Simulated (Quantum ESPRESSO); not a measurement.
Input and output of a self-consistent single point for Sc5Si3 (P6_3/mcm, 16 atoms in the cell) (Quantum ESPRESSO).

Method of the run: PBEsol, GBRV 1.5 ultrasoft (PBESOL) pseudopotentials (plane waves; Quantum ESPRESSO).

```
CELL_PARAMETERS angstrom
      7.89502     0.00000     0.00000
     -3.94751     6.83729     0.00000
      0.00000     0.00000     5.84513
ATOMIC_POSITIONS crystal
  Sc 0.00000 0.75845 0.75000
  Sc 0.00000 0.24155 0.25000
  Sc 0.24155 0.00000 0.25000
  Sc 0.75845 0.00000 0.75000
  Sc 0.24155 0.24155 0.75000
  Sc 0.75845 0.75845 0.25000
  Sc 0.33333 0.66667 0.50000
  Sc 0.66667 0.33333 0.50000
  Sc 0.66667 0.33333 0.00000
  Sc 0.33333 0.66667 0.00000
  Si 0.39468 0.00000 0.75000
  Si 0.60532 0.00000 0.25000
  Si 0.39468 0.39468 0.25000
  Si 0.60532 0.60532 0.75000
  Si 0.00000 0.39468 0.75000
  Si 0.00000 0.60532 0.25000
```

Reference input (self-consistent single point, DFT, PBEsol, plane waves, GBRV 1.5 ultrasoft (PBESOL) pseudopotentials): ecutwfc = 50 Ry; ecutrho = 400 Ry; occupations = smearing; smearing = fd; degauss = 0.0036749 Ry; potentials = {Sc: sc_pbesol_v1.uspp.F.UPF, Si: si_pbesol_v1.uspp.F.UPF}; K_POINTS = automatic 3 3 4 0 0 0; conv_thr = 1e-10 Ry. This run's input differs from it in these lines:

```diff
@@ -12,4 +12,4 @@
   ntyp = 2
-  ecutwfc = 50
-  ecutrho = 400
+  ecutwfc = 25
+  ecutrho = 200
   occupations = 'smearing'
```

The program printed (abridged):

```
     Self-consistent Calculation

     iteration #  1     ecut=    25.00 Ry     beta= 0.70

     Threshold (ethr) on eigenvalues was too large:
     Diagonalizing with lowered threshold

     total energy              =   -1000.38748775 Ry
     estimated scf accuracy    <       0.66814492 Ry

     iteration #  2     ecut=    25.00 Ry     beta= 0.70

     total energy              =    -999.67150362 Ry
     estimated scf accuracy    <       7.10645876 Ry

     iteration #  3     ecut=    25.00 Ry     beta= 0.70

     total energy              =   -1000.56598625 Ry
     estimated scf accuracy    <       1.38535447 Ry

   [... 9 blocks of this kind left out ...]

     iteration # 13     ecut=    25.00 Ry     beta= 0.70

     total energy              =   -1000.73041619 Ry
     estimated scf accuracy    <          1.5E-09 Ry

     iteration # 14     ecut=    25.00 Ry     beta= 0.70
     End of self-consistent calculation

     the Fermi energy is     9.8046 ev

!    total energy              =   -1000.73041619 Ry
     estimated scf accuracy    <          5.7E-11 Ry
     smearing contrib. (-TS)   =      -0.00521122 Ry
     internal energy E=F+TS    =   -1000.72520497 Ry

     convergence has been achieved in  14 iterations

     Forces acting on atoms (cartesian axes, Ry/au):

     atom    1 type  1   force =     0.00162970   -0.00282272    0.00000000
     atom    2 type  1   force =    -0.00162970    0.00282272    0.00000000
     atom    3 type  1   force =     0.00325940    0.00000000   -0.00000000
     atom    4 type  1   force =    -0.00325940   -0.00000000   -0.00000000
     atom    5 type  1   force =     0.00162970    0.00282272   -0.00000000
   [... lines left out ...]

     Total force =     0.008457     Total SCF correction =     0.000031

          total   stress  (Ry/bohr**3)                   (kbar)     P=      -36.25
  -0.00024078  -0.00000000   0.00000000          -35.42       -0.00        0.00
  -0.00000000  -0.00024078   0.00000000           -0.00      -35.42        0.00
   0.00000000   0.00000000  -0.00025779            0.00        0.00      -37.92

   JOB DONE.
```

The run converged in 14 iterations. Against the reference run the free energy goes up by 18.5 meV/atom, the pressure goes from -3.01 to -3.63 GPa and the largest force stays at 0.084 eV/Å.

The starting cell comes from a database of computed structures (which also holds hypothetical and non-ambient phases and stackings), without a prior relaxation at this level. At the lowered cutoff the pressure carries the error of an incomplete plane-wave basis.

Cost on one core of a shared machine: roughly 3 min.
